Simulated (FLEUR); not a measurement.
A self-consistent single point of CuAu (P1, 2 atoms in the cell) with FLEUR.

Method of the run: PBE, all-electron FLAPW (FLEUR), scalar-relativistic valence.

The change in words: lattice scaled by 0.98. Reference geometry:
```
CuAu
1.0
    2.85070     0.00000     0.00000
    0.00000     2.85070     0.00000
    0.00000     0.00000     3.58161
Cu Au
1 1
Direct
  0.49451   0.49531   0.50347
  0.00549   0.00469   0.99653
```

Reference input (self-consistent single point, DFT, PBE, all-electron FLAPW (FLEUR), scalar-relativistic valence): Kmax = 4.4 1/bohr; GmaxXC = 13.2 1/bohr; xcFunctional = pbe; jspins = 1; l_soc = F; mode = hist; fermiSmearingEnergy = 0.00367493 Htr; mesh (inpgen div1-3) = 9 9 7; inpgen gamma flag = false; Gmax = 13.2 1/bohr; numbands = 0; maxIterBroyd = 99. This run's input differs from it in these lines:

```diff
@@ -3,5 +3,5 @@
 &input film=f /
-2.8507000000 0.0000000000 0.0000000000
-0.0000000000 2.8507000000 0.0000000000
-0.0000000000 0.0000000000 3.5816100000
+2.7936860000 0.0000000000 0.0000000000
+0.0000000000 2.7936860000 0.0000000000
+0.0000000000 0.0000000000 3.5099780000
 1.8897261246
@@ -43,5 +43,5 @@
          <bravaisMatrix>
-            <row-1>    5.3870422633972197     0.0000000000000000     0.0000000000000000</row-1>
-            <row-2>    0.0000000000000000     5.3870422633972197     0.0000000000000000</row-2>
-            <row-3>    0.0000000000000000     0.0000000000000000     6.7682619851286052</row-3>
+            <row-1>    5.2793014181292754     0.0000000000000000     0.0000000000000000</row-1>
+            <row-2>    0.0000000000000000     5.2793014181292754     0.0000000000000000</row-2>
+            <row-3>    0.0000000000000000     0.0000000000000000     6.6328971233712579</row-3>
          </bravaisMatrix>
```

Log, with long lists cut:

```
 Iteration:     1   Distance:      24.17201451 me/bohr^3
 Iteration:     2   Distance:      19.13290716 me/bohr^3
 Iteration:     3   Distance:      10.74903785 me/bohr^3
 Iteration:     4   Distance:       7.36086295 me/bohr^3
 Iteration:     5   Distance:       8.87253366 me/bohr^3
   [... 11 lines left out ...]
 Iteration:    17   Distance:       0.00020932 me/bohr^3
 Iteration:    18   Distance:       0.00003680 me/bohr^3
 Iteration:    19   Distance:       0.00002724 me/bohr^3
 Iteration:    20   Distance:       0.00000522 me/bohr^3
 Reset of history
 Run finished successfully
 Stop message:
   Structural relaxation: new displacements generated

[file out, last iteration]
             iter=     21
[...]
          total density-effective poten   -3.6219940764E+04
          total charge density-energy d   -4.3324867063E+02
 Updated energy parameters for spin:           1
[...]
 fermi energy and band-weighting factors:

[...]
FERMIE:
          first approx. to ef    (T=0)  :   0.462668 htr   (energy of the highest occ. eigenvalue)
          number of occ. states  (T=0)  :       3976
          first approx. to seigv (T=0)  :  -2.997745 htr
          sum of weights of occ. states :  14.000000
          sum of semicore charge        :   0.000000 e
FERHIS:  Fermi-Energy by histogram:
          bandgap                     :   0.000047 htr
   [... lines left out ...]
          charge neutrality (T=0)     :   0.000000    (zero if the highest occ. eigenvalue is "entirely" occupied)
     EF_NEWTON:  Adjust Fermi-Energy by Newton-Method.
 Direct bandgap for spin            1 :    3.4636539601882288E-002  Htr
 ---->    free energy=                    -20702.9675597162 htr
   [... lines left out ...]
      extrapolation for T->0
 ---->    total electron energy=          -20702.9673011233 htr
 ***** TOTAL FORCES ON ATOMS *****
 TOTAL FORCE FOR ATOM TYPE=  1  X=  2.611   Y=  2.615   Z= -3.293
                       FX_TOT= 0.003225 FY_TOT= 0.002759 FZ_TOT=-0.004661
 TOTAL FORCE FOR ATOM TYPE=  2  X=  0.029   Y=  0.025   Z= -0.023
                       FX_TOT=-0.003214 FY_TOT=-0.002749 FZ_TOT= 0.004644
```

The run converged in 20 iterations. FLEUR gives forces in its relaxation mode, with a further iteration, so its stop message speaks of a relaxation. Against the reference run the free energy rises by 54.7 meV/atom.

The starting cell comes from a database of computed structures (which also holds hypothetical and non-ambient phases and stackings), without a prior relaxation at this level. Its atoms were displaced at random from the sites of space group no. 123. For this run, on top of that: lattice scaled by 0.98. Spin-orbit coupling is off. Spin polarisation is off. Values depend on the basis (sphere radii, cutoffs, local orbitals), which need not be converged. The log's line on a gap gives a spacing of levels on this mesh, which the program prints for metals too.

Cost on one core of a shared machine: roughly 9 min.
